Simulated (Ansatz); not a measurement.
# What pressure 0.7 GPa does to Ti2C

Base system: Ti2C (space group Fd-3m, No. 227; a = 8.549 Å; a cell from a computed database, its experimental status unchecked).

One thing is altered: cell and atoms relaxed at a pressure of 0.7 GPa.

The values are results of plane-wave PAW DFT at the PBEsol level (Ansatz, a program for electronic structure, 420 eV), no spin-orbit coupling, not measurements. k-mesh 8×8×8 (Γ-centred); smearing 0.05 eV (Fermi–Dirac).

```tsv
quantity	base	changed	shift
volume per atom	13.02 Å³	12.96 Å³	-0.06 Å³
lattice parameter a	8.549 Å	8.536 Å	-0.013 Å
shortest interatomic distance	2.088 Å	2.086 Å	-0.002 Å
enthalpy H = E + PV relative to the base's energy	–	+0.06 eV/atom	–
band gap	zero	zero	–
```

Final structure:

```yaml
crystal:
  lattice:
    - [0.00000, 4.26785, 4.26785]
    - [4.26785, 0.00000, 4.26785]
    - [4.26785, 4.26785, 0.00000]
  atoms:
    - { symbol: Ti, position: [0.35773, 0.88076, 0.88076] }
    - { symbol: Ti, position: [0.36924, 0.36924, 0.89227] }
    - { symbol: Ti, position: [0.88076, 0.35773, 0.88076] }
    - { symbol: Ti, position: [0.36924, 0.36924, 0.36924] }
    - { symbol: Ti, position: [0.88076, 0.88076, 0.88076] }
    - { symbol: Ti, position: [0.36924, 0.89227, 0.36924] }
    - { symbol: Ti, position: [0.88076, 0.88076, 0.35773] }
    - { symbol: Ti, position: [0.89227, 0.36924, 0.36924] }
    - { symbol: C, position: [0.12500, 0.12500, 0.12500] }
    - { symbol: C, position: [0.62500, 0.12500, 0.12500] }
    - { symbol: C, position: [0.12500, 0.12500, 0.62500] }
    - { symbol: C, position: [0.12500, 0.62500, 0.12500] }
```

Cost of the whole job for the changed cell (relaxation, final SCF and bands): roughly 70 core-seconds.

Load acts through the strain it causes; cell and atoms are relaxed under it. No phonon test of stability was made. The final runs are not spin-polarised.
